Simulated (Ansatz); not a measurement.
**By hand: reaction energy**

We look at the reaction energy. Reaction: Hf (hcp) + O2 (gas) → HfO2 (P4₂/nmc). A negative value means that the right-hand side lies lower.

HfO2 (P4₂/nmc), 96 atoms in the cell, the relaxed perfect crystal repeated, atoms not moved again. Conventional cell: a = b = 3.604 Å, c = 5.264 Å, α = β = γ = 90.00°.

Method: Ansatz (a program for electronic structure), PAW, neutral cells at 0 K with nuclei at rest, on structures from PBE. Ansatz runs with its default PAW set. A dispersion term (D3(BJ), or D4 for r2SCAN) was computed beside these levels and is taken off wherever the name lacks it. The runs are scalar-relativistic, without spin-orbit coupling.

Total energies of the cells in eV, at zero smearing width. They compare only within one column; the weights balance every element.

```
cell            atoms  weight            PBE
--------------  -----  ------  -------------
HfO2 (P4₂/nmc)     96      +1  -539568.63584
Hf (hcp)            2     −16   -31442.72270
O2 (gas)            2     −32    -1129.93688
```

PBE: (-539568.63584) − 16 × (-31442.72270) − 32 × (-1129.93688) = -327.092 eV; dividing by 32 gives -10.22 eV.

What follows from the PBE value: Per mole of the reaction as written, -10.222 eV × 96.485 = -986.3 kJ.
